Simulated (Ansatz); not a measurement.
Ag under a change: x(Cd) = 0.5, 4 atoms, Pmmn

The reference is Ag in the fcc (Cu type) structure (space group Fm-3m, No. 225; a = 4.105 Å).

The other end (x = 1) is Cd in the fcc (Cu type) structure (space group Fm-3m, No. 225; a model cell, its experimental status unchecked): 21.71 Å³/atom, gap zero; this end may not be an ambient phase.

One thing is altered: Cd replaces 50.0 % of the Ag, ordered in a cell of 4 atoms (starting symmetry Pmmn) and fully relaxed.

Level of theory: r2SCAN/PAW in Ansatz (a program for electronic structure), no SOC. Settings: 16×11×8 k-points, 0.05 eV Fermi–Dirac smearing, for the changed cell.

```csv
quantity,base,changed,shift
volume per atom,17.30 Å³,18.84 Å³,+1.54 Å³
band gap,zero,zero,–
mixing energy (to 0.01 eV only: unlike meshes or grids) (against an end that may be hypothetical),–,-0.05 eV/atom,–
deviation of the volume from the linear (Vegard-type) interpolation,–,-3.4 %,–
```

Cost of the whole job for the changed cell (relaxation, final SCF and bands): about 14 core-minutes (a rough figure).

These are small ordered cells, not random alloys; other orderings at the same x differ. Whether these cells are dynamically stable was not tested. This is not the structure that Cd has at room temperature and ambient pressure.
